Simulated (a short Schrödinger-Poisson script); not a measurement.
Structure: symmetric double-gate stack, SiO2 on p-type Si(110), at 400 K.

```csv
layer,material,thickness (nm),Na (cm⁻³)
1,SiO2,3,-
2,Si,3,1e17
3,SiO2,3,-
```

Constants are typed, rounded textbook-type inputs, not results; the design itself was drawn at random and stands for no fabricated device. SiO2: permittivity 3.9, conduction-band edge (eV) 3.15, gap (eV) 9, electron mass (mₑ) 0.5. Si: permittivity 11.7, conduction-band edge (eV) 0, gap (eV) 1.124, Nv at 300 K (cm⁻³) 3.1e19.

Channel valleys (confinement mass, in-plane density-of-states mass, number): Δ4 0.315, 0.324, 4; Δ2 0.19, 0.417, 2. At the gates, both at one voltage, the conduction-band edge of layer 1 lies 3.7 eV − eVg above the Fermi level of the channel. Gaps are held at their typed values at every temperature. Mesh 0.03 nm at interfaces.

From a short Schrödinger-Poisson script (our own, NumPy): 1D Poisson equation in equilibrium, electrons quantum, Hartree (BenDaniel-Duke, 12 states a valley, the channel's in-plane mass for all, wave functions ending at the dielectric), parabolic valleys, classical holes, full ionisation, no traps, pinning or gate leakage.

The same stack at other levels of the model or other numerical settings:

```json
[
 {"run": "base", "sheet density of all electrons at Vg = 2 V (cm⁻²)": "1.71e13", "sheet density of all electrons at Vg = 0.8 V (cm⁻²)": "2.42e12", "capacitance of both gates at Vg = 2 V (μF/cm²)": "2.03", "gate voltage at 1e11 electrons/cm² (V)": "0.51", "rough cost against the base": "about 1"},
 {"run": "electrons treated as classical, Boltzmann", "sheet density of all electrons at Vg = 2 V (cm⁻²)": "1.99e13", "sheet density of all electrons at Vg = 0.8 V (cm⁻²)": "3.94e12", "capacitance of both gates at Vg = 2 V (μF/cm²)": "___", "gate voltage at 1e11 electrons/cm² (V)": "0.39", "rough cost against the base": "0.08"},
 {"run": "electrons treated as classical, Fermi-Dirac", "sheet density of all electrons at Vg = 2 V (cm⁻²)": "___", "sheet density of all electrons at Vg = 0.8 V (cm⁻²)": "3.89e12", "capacitance of both gates at Vg = 2 V (μF/cm²)": "___", "gate voltage at 1e11 electrons/cm² (V)": "0.39", "rough cost against the base": "0.2"},
 {"run": "mesh six times as coarse", "sheet density of all electrons at Vg = 2 V (cm⁻²)": "1.71e13", "sheet density of all electrons at Vg = 0.8 V (cm⁻²)": "2.43e12", "capacitance of both gates at Vg = 2 V (μF/cm²)": "2.03", "gate voltage at 1e11 electrons/cm² (V)": "0.51", "rough cost against the base": "0.5"},
 {"run": "one subband a valley", "sheet density of all electrons at Vg = 2 V (cm⁻²)": "1.71e13", "sheet density of all electrons at Vg = 0.8 V (cm⁻²)": "2.42e12", "capacitance of both gates at Vg = 2 V (μF/cm²)": "2.03", "gate voltage at 1e11 electrons/cm² (V)": "0.51", "rough cost against the base": "0.6"}
]
```

Task: What belongs in the gaps?

Result: 
- electrons treated as classical, Boltzmann, capacitance of both gates at Vg = 2 V (μF/cm²): 2.20
- electrons treated as classical, Fermi-Dirac, capacitance of both gates at Vg = 2 V (μF/cm²): 2.14
- electrons treated as classical, Fermi-Dirac, sheet density of all electrons at Vg = 2 V (cm⁻²): 1.95e13

The classical rows ignore confinement, and Boltzmann statistics overrate the density once the band edge passes the Fermi level.
